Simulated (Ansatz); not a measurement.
**Amorphous Hf₁₈O₃₇Ag₂**

The cell was made by melting and quenching with the CHGNet potential and then relaxed with DFT. O atoms were pushed apart under 1.9 Å during the dynamics, to hinder bonds among them. The hot cell started wider than the set density and was brought back towards it in steps. It is the lowest in DFT energy of 2 quenches. It is a model cell: composition and starting density were chosen by hand, and all elements were melted together. No dispersion term was used. Cycles of charging and discharging annealed it further.

Methods: PBE, scalar-relativistic without spin-orbit coupling (Ansatz, an electronic-structure program); r2SCAN, scalar-relativistic without spin-orbit coupling (Ansatz); HSE06, scalar-relativistic without spin-orbit coupling (Ansatz). Geometry, pressure, stress and energy are those of the PBE run. Its sampling: a 2×2×2 Γ-centred mesh; Fermi-Dirac width 0.02 eV; no spin polarisation. Other functionals are single points at the zone centre (r2SCAN at 500 eV; exact exchange cut at the cell's faces), free to take moments where seeds were set. At PBE the levels at the filled edge of the gap are localised (band-tail or defect states), and the nearest spread-out levels lie 3.4 eV apart at the zone centre.

The number of atoms in the cell is 57. The density (held, not predicted) comes out as 8.95 g/cm³, the volume per atom is 13.09 Å³ and the pressure on a 2×2×2 Γ-centred mesh is 1.45 GPa. The largest force and stress component on that mesh (the relaxation ran on the zone centre alone) is 0.08 eV/Å and 2.3 GPa. The level gap on a 2×2×2 Γ-centred mesh (PBE) is 2.92 eV, the level gap at the zone centre (PBE) is 2.99 eV and the level gap at the zone centre (r2SCAN) is 3.41 eV. The level gap at the zone centre (HSE06) comes out as 4.57 eV.

Neighbours within Hf-Hf 3.34 Å, Hf-O 2.70 Å, Hf-Ag 3.27 Å, O-O 1.58 Å, O-Ag 2.53 Å, Ag-Ag 3.19 Å count as bonded. Two cations that share two anions don't count as bonded, nor two that share one unless they lie closer than Hf-Hf 3.25 Å, Hf-Ag 3.18 Å, Ag-Ag 3.10 Å.

| Item | Value |
|---|---|
| Mean coordination of Hf by anions | 6.17 (2 with 5, 11 with 6, 5 with 7) |
| Mean coordination of O | 3.14 (3 with 2, 26 with 3, 8 with 4) |
| Mean coordination of Ag by anions | 2.50 (1 with 2, 1 with 3); 2 close contacts or bonds to cations besides |
| Mean Hf-O bond | 2.136 Å (spread 0.130 Å, 111 counted) |
| Mean O-Ag bond | 2.279 Å (spread 0.147 Å, 5 counted) |

Its density started from a set value of 8.95 g/cm³. The quench (nominally 300 K/ps over its main leg) was far faster than any real one, so the model tends to hold more defects than a real film. A cell of this size samples the disorder only roughly. The volume was held where the preparation left it and the shape relaxed, at a PBE pressure of 1.5 GPa. Stress components on the final sampling reach 2.3 GPa. Cycles of charging lowered its energy after that relaxation.
